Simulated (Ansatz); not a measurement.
Results of r²SCAN (Ansatz, a first-principles code, PAW) for Re (P6₃/mmc, No. 194, 4 atoms in the cell; start mp-1186901).

Numerical settings: plane-wave cutoff 560 eV, 24×24×6 k mesh (along the axes of the cell as run), Fermi–Dirac smearing 0.05 eV, no spin polarisation, scalar-relativistic PAW data made under PBE.

Cell (relaxed at this level):

Re has the hexagonal space group P6₃/mmc (No. 194), Pearson symbol hP4. Conventional cell: a = 2.760 Å, b = 2.760 Å, c = 8.902 Å, α = 90.00°, β = 90.00°, γ = 120.00°. Re1 on 2a is surrounded by 12 Re at 2.737–2.760 Å (cuboctahedral). Re2 on 2c sees 12 Re at 2.737–2.760 Å (anticuboctahedral). (Neighbours: up to the widest gap in distance over summed covalent radii, below 1.35, at either atom.)

Predict the bulk modulus B0.


bulk modulus B0: 389 GPa

Note: the run has no spin polarisation, so it can have missed a magnetic state; the bulk modulus is −V dP/dV from two relaxed cells at ±2 % in volume; the relaxation could not lower the start's symmetry, so the cell can be a saddle point above a distorted one.

Spin–orbit coupling is not included.

The computed numbers hold no vibrational or temperature effects.

Cost on a shared machine: roughly 2.5 core-minutes.

A start named mp-… is a Materials Project structure, which need not be a measured phase.
